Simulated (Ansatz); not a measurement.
The reference is SiC (space group P6_3mc, No. 186; a = 3.079 Å, c = 15.107 Å). Axes: x lies along a and z along c of the hexagonal cell.

Computed with PBEsol, PAW, 420 eV (Ansatz, a quantum-chemistry and plane-wave program; no spin-orbit coupling).

Base values:

```
Property                        Result
-----------------------------  -------
Shortest interatomic distance  1.884 Å
```

Now apply this change: uniaxial strain ε_zz = −3.03 %, all other strain components held at zero; the atoms relax in the strained cell.

Problem. What does the calculation give for the energy relative to the base after the change?

Solution. The energy rises by 17 meV/atom.

Problem. Estimate the effect on the stress.

Solution. The stress (xx, yy, zz, yz, xz, xy; compression positive) is (2.13, 2.13, 17.52, 0.00, 0.00, 0.00) GPa.

Problem. Estimate the effect on the shortest interatomic distance.

Solution. The shortest interatomic distance decreases by 0.034 Å to 1.850 Å.

Stability against distortions was not tested.
